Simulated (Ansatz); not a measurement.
## Pressure series in ZrRuP

Consider ZrRuP (space group Pnma, No. 62; a = 6.400 Å, b = 3.852 Å, c = 7.281 Å; a cell from a computed database, its experimental status unchecked).

Cell and atoms are relaxed at each pressure.

Method: PBEsol (Ansatz, a program for electronic structure), no spin-orbit coupling.

Notes on the quantities. enthalpy: H = E + PV relative to the base's energy.

| variant | shortest interatomic distance | enthalpy |
|---|---|---|
| base | 2.386 Å | – |
| pressure −2 GPa | 2.392 Å | -0.19 eV/atom |
| pressure −1 GPa | ? | -0.09 eV/atom |
| pressure 0.3 GPa | 2.385 Å | +0.03 eV/atom |
| pressure 0.7 GPa | 2.384 Å | +0.07 eV/atom |
| pressure 1.5 GPa | 2.381 Å | +0.14 eV/atom |
| pressure 3 GPa | 2.377 Å | +0.28 eV/atom |
| pressure 5 GPa | ? | +0.46 eV/atom |
| pressure 7.5 GPa | 2.365 Å | +0.69 eV/atom |
| pressure 10 GPa | 2.359 Å | +0.91 eV/atom |

### Question
Complete the table.

### Answer

- pressure −1 GPa, shortest interatomic distance: 2.389 Å
- pressure 5 GPa, shortest interatomic distance: 2.372 Å

Load acts through the strain it causes; cell and atoms are relaxed under it. Stability against distortions was not tested. Competing high-pressure phases were not computed. All final runs are without spin polarisation.
